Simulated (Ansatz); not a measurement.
Consider CoSi (space group P2_13, No. 198; non-magnetic).

```
CELL_PARAMETERS angstrom
      4.43111     0.00000     0.00000
      0.00000     4.43111     0.00000
      0.00000     0.00000     4.43111
ATOMIC_POSITIONS crystal
  Co 0.14502 0.14502 0.14502
  Co 0.64502 0.35498 0.85498
  Co 0.85498 0.64502 0.35498
  Co 0.35498 0.85498 0.64502
  Si 0.84316 0.84316 0.84316
  Si 0.34316 0.65684 0.15684
  Si 0.15684 0.34316 0.65684
  Si 0.65684 0.15684 0.34316
```

Method: Ansatz (a first-principles code), PBE, PAW, cutoff 420 eV, scalar-relativistic without spin-orbit coupling, earlier PAW set.

For the base:

Volume per atom: 10.88 Å³

Modification: cell and atoms relaxed at a pressure of 45 GPa.

### Question
What does the calculation give for the volume per atom after the change?

### Answer
The volume per atom shrinks by 1.48 Å³ (10.88 Å³ → 9.40 Å³).

Load acts through the strain it causes; cell and atoms are relaxed under it. Whether these cells are dynamically stable was not tested. No other phases were tried under pressure. Seeded moments were not kept for the base. The final runs are not spin-polarised.
